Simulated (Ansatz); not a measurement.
Defect: N vacancy in wurtzite GaN, charge state +1. Calculation: PBE, PAW (plane waves to 420 eV; Ansatz, an electronic-structure program).

Cell of 72 host sites held at the relaxed PBE lattice; one k-point at (0.125, 0.250, 0.250); Fermi-Dirac width 0.01 eV, spin-restricted; finite-size errors left in. Energies are static. The charge state is imposed; whether it is stable for some Fermi level was not computed. Forms of the defect that were not tried may lie lower.

Barriers: single points on a 2×2×2 k-point mesh shifted by half a step along c at the bands' geometries.

Relaxed starting cell (atoms counted from 1):

```xyz
71
Lattice="9.6554 0.0000 0.0000 -4.8277 8.3618 0.0000 0.0000 0.0000 10.4862" Properties=species:S:1:pos:R:3 pbc="T T T"
Ga     1.6038     0.9308     2.5653
Ga     1.6046     0.9281     7.8747
Ga     0.0007     3.7246     2.6159
Ga     0.0009     3.7201     7.8656
Ga    -1.6038     6.4994     2.6167
Ga    -1.6060     6.4997     7.8667
Ga     4.8307     0.9197     2.6111
Ga     4.8277     0.9212     7.8677
Ga     3.2156     3.7242     2.6204
Ga     3.2124     3.7215     7.8676
Ga     1.6077     6.5019     2.6173
Ga     1.6059     6.5015     7.8684
Ga     8.0381     0.9196     2.6122
Ga     8.0403     0.9211     7.8644
Ga     6.4360     3.7130     2.6186
Ga     6.4342     3.7136     7.8704
Ga     4.8177     6.4975     2.6216
Ga     4.8166     6.4989     7.8663
Ga    -0.0035     1.8595     5.2438
Ga    -0.0063     1.8634    10.4769
Ga    -1.6159     4.6378     5.2506
Ga    -1.6141     4.6476    10.4847
Ga    -3.2213     7.4032     5.2565
Ga    -3.2235     7.4339    10.4797
Ga     3.2314     1.8678     5.2512
Ga     3.2146     1.8633    10.4802
Ga     1.6106     4.6517     5.2487
Ga     1.6061     4.6508    10.4854
Ga     0.0029     7.4271     5.2514
Ga    -0.0030     7.4349    10.4834
Ga     6.4357     1.8655     5.2507
Ga     6.4337     1.8624    10.4838
Ga     4.8316     4.6395     5.2503
Ga     4.8264     4.6469    10.4860
Ga     3.2149     7.4253     5.2505
Ga     3.2141     7.4344    10.4833
N      1.6047     0.9320     9.8458
N      0.0081     3.7095     4.5925
N     -0.0034     3.7185     9.8407
N     -1.6142     6.5138     4.5952
N     -1.6169     6.5081     9.8402
N      4.8122     0.9216     4.5906
N      4.8203     0.9338     9.8415
N      3.2116     3.7108     4.5943
N      3.2153     3.7175     9.8423
N      1.6078     6.5043     4.5943
N      1.6048     6.5069     9.8396
N      8.0586     0.9216     4.5926
N      8.0446     0.9322     9.8382
N      6.4362     3.7139     4.5955
N      6.4336     3.7184     9.8414
N      4.8293     6.5092     4.5975
N      4.8265     6.5062     9.8396
N     -0.0022     1.8582     1.9863
N      0.0044     1.8527     7.2081
N     -1.6113     4.6438     1.9767
N     -1.6123     4.6430     7.2177
N     -3.2220     7.4348     1.9940
N     -3.2232     7.4403     7.2099
N      3.2131     1.8572     1.9918
N      3.2064     1.8531     7.2108
N      1.6086     4.6440     1.9748
N      1.6068     4.6448     7.2181
N     -0.0025     7.4287     1.9731
N     -0.0036     7.4297     7.2187
N      6.4344     1.8543     1.9763
N      6.4336     1.8543     7.2177
N      4.8272     4.6426     1.9781
N      4.8249     4.6422     7.2181
N      3.2176     7.4285     1.9733
N      3.2149     7.4286     7.2182
```
Cell charge +1.

End state 1 differs by these moves (Å; atoms that move under 0.08 Å are left out):

| atom | element | Δx | Δy | Δz |
|---|---|---|---|---|
| 44 | N | -1.60 | -2.77 | 0.00 |

### Question
Give the forward and backward barriers to end state 1 at the level PBE, PAW.

### Answer
forward 3.64 eV, backward 3.64 eV; at the saddle point atom 44 has neighbours Ga at 1.86, Ga at 2.16, Ga at 2.25, Ga at 2.29, Ga at 2.41 Å. The program found a first-order saddle point.

End state 2 differs by these moves (Å; atoms that move under 0.08 Å are left out):

| atom | element | Δx | Δy | Δz |
|---|---|---|---|---|
| 60 | N | -1.60 | -0.92 | 2.60 |

### Question
Estimate the forward and backward barriers to end state 2 that PBE, PAW returns for this input.

### Answer
forward 3.95 eV, backward 3.95 eV; at the saddle point atom 60 has neighbours Ga at 1.81, Ga at 1.93, Ga at 2.30 Å. The program found a first-order saddle point.
